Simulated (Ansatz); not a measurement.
Start from MgS in the rock salt structure (space group Fm-3m, No. 225; a = 5.2030 Å). Axes: x, y, z lie along the cube axes.

The values are results of Kohn–Sham DFT with the r2SCAN functional, run in Ansatz (a program for electronic structure) with PAW and 500 eV plane waves, no spin-orbit coupling, not measurements.

Strains are applied to the cell and any free atomic positions relax; under biaxial strain the out-of-plane vector relaxes too.

One change was made to it. Results:

The valence-band top at Γ (three highest levels, from the VBM) changes from 0.00, 0.00, 0.00 eV to 0.00, 0.00, -0.25 eV; the valley order (the lowest conduction-band minima on the path, energy above the VBM, named in the base's zone) changes from X along ⟨100⟩ 3.46 eV; Γ 4.64 eV to X along [010] 3.42 eV; Γ 4.75 eV; the volume per atom shrinks by 0.44 Å³ to 17.17 Å³; the pressure (mean of the normal stresses, compression positive) goes from zero to 2.13 GPa.

**Question.** What was done to the base?
A. biaxial strain −0.83 %, plane normal [111], relaxed out of plane
B. biaxial strain −2.08 %, plane normal [111], relaxed out of plane
C. biaxial strain −0.42 %, plane normal [111], relaxed out of plane
D. biaxial strain −2.50 %, plane normal [111], relaxed out of plane
E. biaxial strain −1.67 %, plane normal [111], relaxed out of plane

**Answer.** E, biaxial strain −1.67 %, plane normal [111], relaxed out of plane. For comparison, the valley order in the other runs: biaxial strain −0.42 %, plane normal [111], relaxed out of plane gives X along [010] 3.46 eV; Γ 4.67 eV; biaxial strain −2.08 %, plane normal [111], relaxed out of plane gives X along [010] 3.40 eV; Γ 4.77 eV; biaxial strain −2.50 %, plane normal [111], relaxed out of plane gives X along [010] 3.38 eV; Γ 4.79 eV; biaxial strain −0.83 %, plane normal [111], relaxed out of plane gives X along [010] 3.45 eV; Γ 4.70 eV.

The levels and masses belong to the bands next to the band gap. Whether these cells are dynamically stable was not tested.
